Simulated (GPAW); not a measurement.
Band structure of CsLiBr2 (P4/nmm, 8 atoms in the cell).

```
CELL_PARAMETERS angstrom
      5.18124     0.00000     0.00000
      0.00000     5.18124     0.00000
      0.00000     0.00000     9.93006
ATOMIC_POSITIONS crystal
  Cs 0.00000 0.50000 0.30003
  Cs 0.50000 0.00000 0.69997
  Li 0.50000 0.00000 0.08248
  Li 0.00000 0.50000 0.91752
  Br 0.00000 0.50000 0.66592
  Br 0.50000 0.00000 0.33408
  Br 0.00000 0.00000 0.00000
  Br 0.50000 0.50000 0.00000
```

Computed with LDA (Perdew-Wang 92), GPAW PAW datasets LDA (gpaw-data 1.0.1) (plane waves; GPAW).

Settings: mode = pw; ecut = 550 eV; xc = LDA; kpts = 3 3 2; mesh shift (steps) = 0 0 0; occupations.name = fermi-dirac; occupations.width = 0 eV; nbands = -6; convergence.bands = -4; symmetry.symmorphic = false; symmetry.tolerance = 0.0005; maxiter = 100; bandpath_npoints = 40.

The starting cell comes from a database of computed structures (which also holds hypothetical and non-ambient phases and stackings), without a prior relaxation at this level.

Task: Predict the gap along the standard path and the places of the band edges.

Result: The gap along the path is 3.92 eV, from M to Γ; the smallest direct gap on it is 4.21 eV.

Levels in eV from the top of the valence band on the SCF mesh, bands 21 to 28:
```json
[
 {"point": "Γ", "21": "-0.46", "22": "-0.38", "23": "-0.19", "24": "-0.19", "25": "4.02", "26": "4.87", "27": "5.23", "28": "5.36"},
 {"point": "X", "21": "-0.67", "22": "-0.67", "23": "-0.53", "24": "-0.53", "25": "6.06", "26": "6.06", "27": "6.43", "28": "6.43"},
 {"point": "M", "21": "-0.28", "22": "-0.28", "23": "0.09", "24": "0.09", "25": "5.03", "26": "5.03", "27": "6.39", "28": "6.39"},
 {"point": "Z", "21": "-0.37", "22": "-0.37", "23": "-0.21", "24": "-0.21", "25": "4.79", "26": "4.95", "27": "5.22", "28": "5.33"},
 {"point": "R", "21": "-0.66", "22": "-0.66", "23": "-0.48", "24": "-0.48", "25": "6.04", "26": "6.04", "27": "6.54", "28": "6.54"},
 {"point": "A", "21": "-0.43", "22": "-0.43", "23": "0.09", "24": "0.09", "25": "5.67", "26": "5.67", "27": "5.86", "28": "5.86"}
]
```
